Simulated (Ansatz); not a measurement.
**YPt (Pnma, No. 62; cell taken from a computed entry)**

Method: LDA (plane waves, PAW; Ansatz, a program for electronic structure).

Numerical settings: plane-wave cutoff 500 eV, 8×12×10 k mesh (along the axes of the cell as run), Fermi–Dirac smearing 0.1 eV, scalar-relativistic PAW data made under PBE.

Cell: relaxed at this level.

| Item | Value |
|---|---|
| equilibrium volume per atom | 20.86 Å³/atom |
| band gap | zero (no gap) |

Note: the relaxation could not lower the start's symmetry, so the cell can be a saddle point above a distorted one.

Spin–orbit coupling is not included.

Static lattice: no zero-point or thermal effects.
